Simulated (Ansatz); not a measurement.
# W, pressure series

Base system: W in the bcc (W type) structure (space group Im-3m, No. 229; a = 3.1543 Å).

Cell and atoms are relaxed at each pressure.

Method: PBEsol in Ansatz (plane waves to 420 eV, PAW, no spin-orbit coupling).

```
P (GPa)  V (Å³/atom)
-------  -----------
-2.01         15.791
-1.01         15.742
0.89          15.649
2.08          15.593
4.50          15.481
9.00          15.284
15.01         15.040
22.52         14.759
30.01         14.502
```

### Question
Fit a third-order Birch–Murnaghan equation of state.

### Answer
Least squares on P(V) = (3B₀/2)[(V₀/V)^(7/3) − (V₀/V)^(5/3)]·[1 + (3/4)(B₀′ − 4)((V₀/V)^(2/3) − 1)] gives V₀ = 15.69 Å³/atom, B₀ = 324 GPa and B₀′ = 4.1.

Load acts through the strain it causes; cell and atoms are relaxed under it. No phonon test of stability was made. Competing high-pressure phases were not computed. All final runs are without spin polarisation.

Ansatz is an electronic-structure program.
